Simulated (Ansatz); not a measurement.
# Response to strain in hypothetical P4/mmm BaTiHO2

The reference is BaTiHO₂ (space group P4/mmm, No. 123; a = 4.046 Å, c = 3.986 Å; ferromagnetic; a hypothetical phase, not in the database extracts checked). Axes: x, y, z lie along a, b, c of the conventional cell.

Strains are applied to the cell and any free atomic positions relax; under biaxial strain the out-of-plane vector relaxes too.

Levels (all Ansatz, a program for electronic structure, PAW): PBE (420 eV, scalar-relativistic without spin-orbit coupling); PBEsol (420 eV, without spin-orbit coupling).

The base cell above is that of PBE; each level relaxes its own structures.

Notes on the quantities. energy relative to the base: free energy F.

```csv
case,"energy relative to the base, PBE","energy relative to the base, PBEsol"
"biaxial strain −2.63 %, plane normal [001], relaxed out of plane",+19 meV/atom,+21 meV/atom
uniaxial strain ε_zz = −4.46 %,+15 meV/atom,…
"strain tensor (xx, yy, zz, yz, xz, xy) = (+0.15, −0.09, +0.26, +0.45, −0.85, +0.12) %",+1.1 meV/atom,…
```

Task: What belongs in the blanks?

Result: 
- uniaxial strain ε_zz = −4.46 %, energy relative to the base, PBEsol: +16 meV/atom
- strain tensor (xx, yy, zz, yz, xz, xy) = (+0.15, −0.09, +0.26, +0.45, −0.85, +0.12) %, energy relative to the base, PBEsol: +1.1 meV/atom

The two levels differ by at most about 1.7 meV/atom. They put the cases in the same order.

Other magnetic orders, which the real material may have, were not ruled out. Without a gap, meshes like the base's 12×12×12 leave anisotropic stresses uncertain by several tenths of a GPa, and small strain energies with them. Stability against distortions was not tested. Seeded moments were not kept for uniaxial strain ε_zz = −4.46 %. No Hubbard U is applied, and correlation can decide whether such a compound is a metal.
